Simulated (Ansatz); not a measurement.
# Effect of pressure −2 GPa on MgB2

Base system: MgB$_{2}$ (space group P6/mmm, No. 191; a = 3.0743 Å, c = 3.5275 Å).

The change: a negative pressure, −2 GPa.

Method: plane-wave PAW DFT at the PBE level (Ansatz, a program for electronic structure, 420 eV), scalar-relativistic without spin-orbit coupling. k-mesh 17×17×13 (Γ-centred); smearing 0.05 eV (Fermi–Dirac).

- Volume per atom = 9.76 Å³ (base 9.62 Å³)
- Density = 2.60 g/cm³ (base 2.64 g/cm³)
- Lattice parameter a = 3.086 Å (base 3.074 Å)
- c/a ratio = 1.151 (base 1.147)
- Shortest interatomic distance = 1.782 Å (base 1.775 Å)
- Enthalpy H = E + PV relative to the base's energy = -0.12 eV/atom
- Band gap = zero (base zero)

Final structure:

```
MgB2
1.0
    3.08567     0.00000     0.00000
   -1.54284     2.67227     0.00000
    0.00000     0.00000     3.55194
Mg B
1 2
Direct
  0.00000   0.00000   0.00000
  0.66667   0.33333   0.50000
  0.33333   0.66667   0.50000
```

Load acts through the strain it causes; cell and atoms are relaxed under it. Stability against distortions was not tested. The final runs are not spin-polarised.
